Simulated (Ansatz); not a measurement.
Input:

```
CELL_PARAMETERS angstrom
      0.00000     2.75055     2.89435
      2.75055     0.00000     2.89435
      2.75055     2.75055     0.00000
ATOMIC_POSITIONS crystal
  Zn 0.00000 0.00000 0.00000
  Se 0.75000 0.75000 0.75000
```

Calculation: PBEsol with spin-orbit coupling, rigid bands (plane waves, PAW; Ansatz, an electronic-structure program). Condition of this run: biaxial stress xx = yy = 2 GPa (compression positive) (the target of the relaxation). Cell: cell and atoms relaxed with PBEsol, then loaded as said.

What conductivity effective mass do dilute electrons have at 300 K?

0.101 (x), 0.101 (y), 0.107 (z) mₑ.

What conductivity effective mass do dilute holes have at 300 K?

0.42 (x), 0.42 (y), 0.75 (z) mₑ.

And the band gap?

1.11 eV at this level; semilocal functionals usually fall short of the measured gap.

Rigid bands, one relaxation time for all states, no polarons.
